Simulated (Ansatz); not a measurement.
The parent structure is Cs$_{2}$AgBiBr$_{6}$ (space group Fm-3m, No. 225; a = 11.187 Å). Axes: x, y, z lie along the cube axes.

Level of theory: PBEsol in Ansatz (plane waves to 420 eV, PAW, spin-orbit coupling left out).

For the base:

- Hole mass = 0.17 mₑ along k, 0.69 mₑ across (at X)
- Band gap = 1.10 eV

Modification: uniaxial strain ε_zz = +3.00 %, all other strain components held at zero; the atoms relax in the strained cell.

Predict the new hole mass, band gap, stress and energy relative to the base.

The hole mass changes from 0.17 mₑ along k, 0.69 mₑ across (at X) to 0.18 mₑ along x, 0.41 mₑ along y, 1.3 mₑ along z (at X); the band gap decreases by 0.03 eV, from 1.10 eV to 1.07 eV; the stress (xx, yy, zz, yz, xz, xy; compression positive) comes out as (-0.47, -0.47, -1.07, 0.00, 0.00, 0.00) GPa; the energy grows by 3.8 meV/atom.

Spin-orbit coupling, missing from the scalar runs, can matter with Bi. Masses are band curvatures over ±0.01 Å⁻¹ around the edge. Along k means along the line from Γ to the band edge. Stability against distortions was not tested.

Ansatz is a quantum-chemistry and plane-wave program.
